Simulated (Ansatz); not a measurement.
We consider ReC (model structure, F-43m, No. 216, 2 atoms in the cell), described by PBE (Ansatz, an electronic-structure program, plane waves, PAW).

Settings: plane-wave cutoff 520 eV, 20×20×20 k mesh, Fermi–Dirac smearing 0.05 eV, no spin polarisation, scalar-relativistic PAW data made under PBE.

Cell (relaxed at this level):

```xyz
2
Lattice="0.0000 2.3186 2.3186 2.3186 0.0000 2.3186 2.3186 2.3186 0.0000" Properties=species:S:1:pos:R:3 pbc="T T T"
Re     0.0000     0.0000     0.0000
C      1.1593     1.1593     1.1593
```

Estimate the bulk modulus B0 that the calculation returns.


bulk modulus B0: 281 GPa

Note: the run has no spin polarisation, so it can have missed a magnetic state; the bulk modulus is −V dP/dV from two relaxed cells at ±2 % in volume; the relaxation could raise the start's symmetry but not lower it, so the cell can be a saddle point.

Spin–orbit coupling is not included; it can open a gap where bands touch, and shift volumes and moduli.

The computed numbers hold no vibrational or temperature effects.

The result took about 50 core-seconds (a rough figure).

A model structure was made by putting elements into a prototype or built by hand; it is no filed structure, need not be a known phase, and can be a saddle point held by its symmetry.
